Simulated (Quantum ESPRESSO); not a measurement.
The steps of a band-structure calculation for Mg₃Cu (Imm2, 4 atoms in the cell) with Quantum ESPRESSO.

Computed with PBEsol, SSSP 1.1.2 efficiency (PBE) pseudopotentials (plane waves; Quantum ESPRESSO).

Step 1 (scf):

```fortran
&control
   calculation = 'scf',
   outdir = './work',
   pseudo_dir = './',
   tprnfor = .true.,
   tstress = .true.,
/
&system
   ibrav = 0,
   nat = 4,
   ntyp = 2,
   ecutwfc = 50,
   ecutrho = 400,
   occupations = 'smearing',
   smearing = 'gauss',
   degauss = 0.0073499,
   input_dft = 'pbesol',
/
&electrons
   conv_thr = 1e-10,
   mixing_beta = 0.7,
/
ATOMIC_SPECIES
Mg    24.3050  Mg.pbe-n-kjpaw_psl.0.3.0.UPF
Cu    63.5460  Cu_pbe_v1.2.uspp.F.UPF
CELL_PARAMETERS angstrom
  -1.6216750000     4.7746400000     2.3858200000
   1.6216750000    -4.7746400000     2.3858200000
   1.6216750000     4.7746400000    -2.3858200000
ATOMIC_POSITIONS crystal
Mg    0.2075000000    0.9255000000    0.2820000000
Mg    0.6435000000    0.9255000000    0.7180000000
Mg    0.9133900000    0.4133900000    0.5000000000
Cu    0.4022900000    0.4022900000    0.0000000000
K_POINTS automatic
6 6 6  1 1 1
```

Step 2 (bands):

```fortran
&control
   calculation = 'bands',
   outdir = './work',
   pseudo_dir = './',
   verbosity = 'high',
/
&system
   ibrav = 0,
   nat = 4,
   ntyp = 2,
   ecutwfc = 50,
   ecutrho = 400,
   occupations = 'smearing',
   smearing = 'gauss',
   degauss = 0.0073499,
   nbnd = 21,
   input_dft = 'pbesol',
/
&electrons
   conv_thr = 1e-10,
   startingwfc = 'random',
   diago_thr_init = 1.0d-6,
   diagonalization = 'cg',
/
ATOMIC_SPECIES
Mg    24.3050  Mg.pbe-n-kjpaw_psl.0.3.0.UPF
Cu    63.5460  Cu_pbe_v1.2.uspp.F.UPF
CELL_PARAMETERS angstrom
  -1.6216750000     4.7746400000     2.3858200000
   1.6216750000    -4.7746400000     2.3858200000
   1.6216750000     4.7746400000    -2.3858200000
ATOMIC_POSITIONS crystal
Mg    0.2075000000    0.9255000000    0.2820000000
Mg    0.6435000000    0.9255000000    0.7180000000
Mg    0.9133900000    0.4133900000    0.5000000000
Cu    0.4022900000    0.4022900000    0.0000000000
K_POINTS crystal_b
16
  0.00000000   0.00000000   0.00000000  11  ! G
  0.27883941  -0.27883941  -0.27883941   5  ! X
  0.09126090  -0.46641793  -0.09126090   2  ! L
  0.00000000  -0.50000000   0.00000000   3  ! T
 -0.25000000  -0.25000000  -0.25000000   7  ! W
  0.00000000   0.00000000  -0.50000000   3  ! R
 -0.27883941   0.27883941  -0.72116059   9  ! X1
 -0.50000000   0.50000000  -0.50000000   7  ! Z
  0.00000000   0.00000000   0.00000000   8  ! G
 -0.31242148  -0.31242148   0.31242148   4  ! Y
 -0.50000000   0.00000000   0.00000000  10  ! S
 -0.25000000  -0.25000000  -0.25000000   1  ! W
 -0.09126090  -0.53358207   0.09126090   9  ! L1
 -0.31242148  -0.31242148   0.31242148   1  ! Y
 -0.68757852   0.31242148  -0.31242148   5  ! Y1
 -0.50000000   0.50000000  -0.50000000   1  ! Z
```

Step 3 (bands.x):

```fortran
&bands
   outdir = './work',
   filband = 'bands.dat',
   lsym = .false.,
/
```

Output of bands (abridged):

```
     file Mg.pbe-n-kjpaw_psl.0.3.0.UPF: wavefunction(s)  3S renormalized

     Atomic positions and unit cell read from directory:
     ./work/pwscf.save/

     Message from routine setup:
     using ibrav=0 with symmetry is DISCOURAGED, use correct ibrav instead
     G-vector sticks info
     --------------------
     sticks:   dense  smooth     PW     G-vecs:    dense   smooth      PW
   [... lines left out ...]
     unit-cell volume          =     498.6533 (a.u.)^3
   [... lines left out ...]

     number of k points=    86  Gaussian smearing, width (Ry)=  0.0073
                       cart. coord. in units 2pi/alat
        k(    1) = (   0.0000000   0.0000000   0.0000000), wk =   0.0232558
        k(    2) = (  -0.0871990   0.0000000   0.0000000), wk =   0.0232558
        k(    3) = (  -0.1743980   0.0000000   0.0000000), wk =   0.0232558
   [... 83 lines left out ...]

     Dense  grid:    67503 G-vectors     FFT dimensions: (  72,  72,  72)

     Smooth grid:    23829 G-vectors     FFT dimensions: (  48,  48,  48)

     The potential is recalculated from file :
     ./work/pwscf.save/charge-density

     Band Structure Calculation
     CG style diagonalization

     ethr =  1.00E-06,  avg # of iterations = 41.4

     End of band structure calculation

          k = 0.0000 0.0000 0.0000 (  2969 PWs)   bands (ev):

  -106.7622 -64.1898 -64.1481 -64.1441  -1.6973   2.5124   2.6773   2.8046
     3.0535   3.1786   4.5621   5.4480   5.9921   6.5427   6.9174   7.8477
    12.9154  13.5400  14.3944  15.1431  17.3542

          k =-0.0872 0.0000 0.0000 (  2965 PWs)   bands (ev):

  -106.7624 -64.1897 -64.1480 -64.1436  -1.6598   2.5281   2.6835   2.8099
     3.0330   3.1627   4.6099   5.4717   6.0420   6.5703   6.9421   7.8753
    12.3276  12.7165  15.2636  15.7508  16.5916

   [... 84 blocks of this kind left out ...]
```

Output of bands.x (abridged):

```
     Reading xml data from directory:

     ./work/pwscf.save/
     file Mg.pbe-n-kjpaw_psl.0.3.0.UPF: wavefunction(s)  3S renormalized

     G-vector sticks info
     --------------------
     sticks:   dense  smooth     PW     G-vecs:    dense   smooth      PW
     Sum        2733    1367    405                67503    23829    3863

     Reading collected, re-writing distributed wavefunctions
     high-symmetry point:  0.0000 0.0000 0.0000   x coordinate   0.0000
     high-symmetry point: -0.9592 0.0000 0.0000   x coordinate   0.9592
     high-symmetry point: -0.9592 0.0000-0.4386   x coordinate   1.3978
     high-symmetry point: -0.8600 0.0000-0.5845   x coordinate   1.5743
     high-symmetry point: -0.8600-0.2921-0.5845   x coordinate   1.8663
     high-symmetry point: -0.8600-0.2921 0.0000   x coordinate   2.4509
   [... 5 lines left out ...]
     high-symmetry point: -0.8600-0.2921-0.5845   x coordinate   6.0213
     high-symmetry point: -0.7608-0.0000-0.7305   x coordinate   6.3626
     high-symmetry point:  0.0000 0.0000-0.7305   x coordinate   7.1234
     high-symmetry point:  0.0000-0.5842-0.4386   x coordinate   7.1234
     high-symmetry point:  0.0000-0.5842 0.0000   x coordinate   7.5619

     Plottable bands (eV) written to file bands.dat.gnu
     Bands written to file bands.dat

   JOB DONE.
```

The starting cell comes from a database of computed structures (which also holds hypothetical and non-ambient phases and stackings), without a prior relaxation at this level. Spin polarisation is off.
